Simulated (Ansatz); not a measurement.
Base system: AlN in the wurtzite structure (space group P6_3mc, No. 186; a = 3.130 Å, c = 5.018 Å). Axes: x lies along a and z along c of the hexagonal cell.

The values are results of PBE in Ansatz (plane waves to 420 eV, PAW, no spin-orbit coupling), not measurements.

Strains are applied to the cell and any free atomic positions relax.

One change was made to it. Results:

```json
[
 {"quantity": "energy relative to the base (free energy F)", "base": "0 meV/atom", "after": "+1.7 meV/atom"},
 {"quantity": "band gap", "base": "4.03 eV", "after": "3.99 eV"},
 {"quantity": "valence-band top at Γ (three highest levels, from the VBM)", "base": "0.00, -0.20, -0.20 eV", "after": "0.00, -0.10, -0.10 eV"}
]
```

### Question
Which change produced these results?
A) uniaxial strain ε_zz = +1.20 %
B) uniaxial strain ε_zz = +1.80 %
C) uniaxial strain ε_zz = +0.60 %

### Answer
A, uniaxial strain ε_zz = +1.20 %. For comparison, the energy relative to the base in the other runs: uniaxial strain ε_zz = +0.60 % gives +0.4 meV/atom; uniaxial strain ε_zz = +1.80 % gives +3.8 meV/atom.

Gaps are Kohn–Sham eigenvalue differences; semilocal functionals usually give less than the measured gap. No phonon test of stability was made.

Ansatz is a program for electronic structure.
